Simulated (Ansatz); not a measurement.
Several settings converged on a (100) slab of Ca3BiP (cut from a parent of space group no. 221; 10 atoms in the cell)

```yaml
crystal:
  lattice:
    - [5.40122, 0.00000, 0.00000]
    - [0.00000, 5.40122, 0.00000]
    - [0.00000, 0.00000, 22.10179]
  atoms:
    - { symbol: Ca, position: [0.50000, 0.50000, 0.43890] }
    - { symbol: Ca, position: [0.00000, 0.50000, 0.31672] }
    - { symbol: Ca, position: [0.50000, 0.00000, 0.31672] }
    - { symbol: Bi, position: [0.00000, 0.00000, 0.43890] }
    - { symbol: P, position: [0.50000, 0.50000, 0.31672] }
    - { symbol: Ca, position: [0.50000, 0.50000, 0.68328] }
    - { symbol: Ca, position: [0.00000, 0.50000, 0.56110] }
    - { symbol: Ca, position: [0.50000, 0.00000, 0.56110] }
    - { symbol: Bi, position: [0.00000, 0.00000, 0.68328] }
    - { symbol: P, position: [0.50000, 0.50000, 0.56110] }
```

Base method: PBEsol, default PAW files made with PBE (plane waves; Ansatz, an electronic-structure program).

Base settings: basis.ecutwfc = 30.9 Ry; kpoints.mp_grid.grid = 3 3 1; hamiltonian.xc = pbesol; hamiltonian.pseudopotentials = {kind: paw} (the program's default PAW files); scf.occupations.method = fermi_dirac; scf.occupations.width = 0.0073 Ry.

The count of work is k-points × plane waves × bands × iterations; it is no time. 

**The vacuum with a dipole correction**

In this ladder: efield.axis = 3; efield.dipole_correction = true.

The mesh stays at the base's, so the ladder's end is converged at best in this setting alone.

Only quantities that move along the ladder and can be compared are tabulated.

| vacuum between outermost atoms (Å) | largest difference of a force vector from the last step's (eV/Å) |
|---|---|
| 8.0 | 0.016 |
| 10.0 | 0.003 |
| 14.0 | 0.000 |
| 20.0 | 0.000 |

Smallest vacuum between outermost atoms (Å) that holds the forces within 0.01 eV/Å of the last step, with all finer ones: 10.0; the step before is off by 0.016 eV/Å.

**The plane-wave cutoff**

The mesh stays at the base's, so the ladder's end is converged at best in this setting alone.

Only quantities that move along the ladder and can be compared are tabulated.

```tsv
basis.ecutwfc	free energy less the last step's (meV/atom)	largest difference of a force vector from the last step's (eV/Å)	count of work / last
15.4 Ry	1930.99	0.151	0.11
18.4 Ry	355.88	0.033	0.16
21.7 Ry	47.21	0.004	0.21
26.1 Ry	2.36	0.001	0.28
30.9 Ry	0.46	0.000	0.35
37.1 Ry	0.16	0.000	0.46
46.3 Ry	0.05	0.000	0.65
61.7 Ry	0.00	0.000	1.0
```

Coarsest basis.ecutwfc that holds the free energy within 5 meV/atom of the last step, with all finer ones: 26.1 Ry, at 0.28 of the last step's count of work; the step before is off by 47 meV/atom.

Coarsest basis.ecutwfc that holds the forces within 0.01 eV/Å of the last step, with all finer ones: 21.7 Ry, at 0.21 of the last step's count of work; the step before is off by 0.033 eV/Å.

On the base run: the starting cell comes from a database of computed structures (which also holds hypothetical and non-ambient phases and stackings), without a prior relaxation at this level. The slab is cut from that crystal, and its faces are unrelaxed. Its lattice was rescaled by up to half a per cent. Spin polarisation is off, though cut faces can carry moments.

Left out of this page: 1 run of the series unsound by tests on forces, stress, charge or solver warnings.

Keys are those of Ansatz 0.2.
